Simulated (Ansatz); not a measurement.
Li3OCl (Pm-3m, No. 221, 5 atoms in the cell; start mp-985585), treated with r²SCAN (Ansatz, a program for electronic structure, plane waves, PAW).

Run with plane-wave cutoff 560 eV, 10×10×10 k mesh, Fermi–Dirac smearing 0.01 eV, scalar-relativistic PAW data made under PBE.

The cell is the one relaxed with PBEsol. Conventional cell: a = 3.8394 Å, b = 3.8394 Å, c = 3.8394 Å, α = 90.00°, β = 90.00°, γ = 90.00°.

```
Li3ClO
1.0
    3.83939     0.00000     0.00000
    0.00000     3.83939     0.00000
    0.00000     0.00000     3.83939
Li Cl O
3 1 1
Direct
  0.00000   0.50000   0.50000
  0.50000   0.00000   0.50000
  0.50000   0.50000   0.00000
  0.00000   0.00000   0.00000
  0.50000   0.50000   0.50000
```

Q: List the 11 lowest band energies at Γ above −25 eV (eV, relative to the valence band maximum), grouping those that round alike.

A: At Γ: -16.11, -15.07, -3.22 (×3), -0.54 (×3), 5.86, 7.59 (×2).

Note: cell and atoms aren't relaxed at this level (pressure 0.5 GPa).

A start named mp-… is a Materials Project structure, which need not be a measured phase.
